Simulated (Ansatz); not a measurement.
Troubleshooting Ansatz (a first-principles code): a failed run on CsPbBr3 (Pnma, 20 atoms in the cell). The aim is a self-consistent single point with DFT, PBE, plane waves, default PAW files.

Cell that was meant: a = 8.2375 Å, b = 11.6231 Å, c = 8.2100 Å, α = 90.00°, β = 90.00°, γ = 90.00°.

Part of the input:

Ansatz 0.2 input:
```yaml
kpoints:
  mp_grid: { grid: [2, 1, 2] }
hamiltonian:
  xc: PBE96
  pseudopotentials: { kind: paw }
scf:
  occupations: { method: gaussian, width: 0.136 }
```

The program printed (abridged):

```
Error: YAML parse error: error: line 32 column 7: hamiltonian.xc: unknown variant `PBE96`, expected one of `lda`, `lda-pw`, `pw92`, `pbe`, `pbesol`, `rpbe`, `revpbe`, `blyp`, `pbe0`, `revpbe0`, `b3lyp`, `b3lyp5`, `hse06`, `wpbeh`, `hiss`, `lc_wpbe`, `cam_b3lyp`, `hf`, `r2scan`, `r2scanh`, `r2scan0`, `r2scan50`, `mr2scan`
  --> <input>:32:7
   |
30 |   mp_grid: { grid: [2, 1, 2] }
31 | hamiltonian:
32 |   xc: PBE96
   |       ^ hamiltonian.xc: unknown variant `PBE96`, expected one of `lda`, `lda-pw`, `pw92`, `pbe`, `pbesol`, `rpbe`, `revpbe`, `blyp`, `pbe0`, `revpbe0`, [...]
33 |   pseudopotentials: { kind: paw }
34 | scf:
   |
```

### Question
Read the log: what does the program object to, and what is the fix?

### Answer
The fault is a value that the program does not know. The key takes a closed list of words, and names differ between codes. To fix it, use one of the words that the key accepts. The program stopped before any SCF iteration.

An input that runs soundly differs in these lines (not the only fix; some lines may just follow from the change or write a value another way):
```diff
-  xc: PBE96
+  xc: pbe
```

With that input, the run converged in 7 iterations: free energy E − TS (on the zero of these files) -103732.2495 eV; top of the valence band (on the code's own zero) 3.72 eV; gap on the k-point mesh 1.84 eV; pressure 2.08 GPa; largest force (vector length) 0.341 eV/Å (DFT, PBE, plane waves, default PAW files).

On the sound input: the starting cell was generated: these elements placed on a structure prototype, without a prior relaxation; it need not be a known phase or ordering of this composition. Spin-orbit coupling is off. Ansatz's pressure includes its estimate of the finite-basis (Pulay) stress.
